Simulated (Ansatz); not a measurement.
Input:

End structure of the (111)B surface of zinc-blende GaAs, As-terminated, 2x2 with 2 H on 4 top atoms (bottom of the slab: 3 H on 4 bottom sites):

```xyz
37
Lattice="8.1256 0.0000 0.0000 -4.0628 7.0370 0.0000 0.0000 0.0000 30.0000" Properties=species:S:1:pos:R:3 pbc="T T T"
Ga     1.9753     1.2049     9.5274
Ga     6.1503     1.2049     9.5275
Ga     0.0000     4.6261     9.5300
Ga     4.0628     4.6915    10.1384
As     0.0000     2.3452    10.4786
As     4.0628     2.2733    10.4405
As    -1.9679     5.9016    10.4417
As     1.9679     5.9015    10.4417
Ga     0.0000     2.3457    12.9417
Ga     4.0628     2.3457    12.9417
Ga    -2.0314     5.8641    12.9417
Ga     2.0314     5.8641    12.9417
As     0.0000     0.0000    13.7710
As     4.0628     0.0000    13.7710
As    -2.0314     3.5185    13.7710
As     2.0314     3.5185    13.7710
Ga     0.0000    -0.0151    16.2502
Ga     4.0628    -0.0102    16.2556
Ga    -2.0347     3.5236    16.2692
Ga     2.0347     3.5236    16.2691
As     2.0304     1.1623    17.0990
As     6.0952     1.1623    17.0990
As     0.0000     4.6973    17.1234
As     4.0628     4.6974    17.1312
Ga     2.0321     1.0049    19.5990
Ga     6.0935     1.0050    19.5991
Ga     0.0000     4.8625    19.6253
Ga     4.0628     4.8616    19.6298
As     0.0000     2.3712    20.2121
As     4.0628     2.3708    20.2166
As    -2.0302     5.8527    20.7282
As     2.0302     5.8527    20.7281
H      2.0149     1.1795     7.9622
H      6.1107     1.1795     7.9623
H      0.0000     4.6733     7.9648
H      0.0000     2.3097    21.7371
H      4.0628     2.3051    21.7415
```

Set-up: 37 atoms, 13.9 Å thick at the start with caps and adatoms (thin: gaps and levels are the slab's own); mesh 3x3x1; 0.025 eV smearing; dipole correction on; 8 atoms held, the rest relaxed; symmetry of the start imposed; spin-polarised, no spin-orbit, no U. The slab shows no gap on its mesh. The starting moment vanished. It is one candidate, not shown to be the stable structure of the face.

Task: What is the computed work function of the top face (PBE (Ansatz, an electronic-structure program))?

Result: 5.36 eV
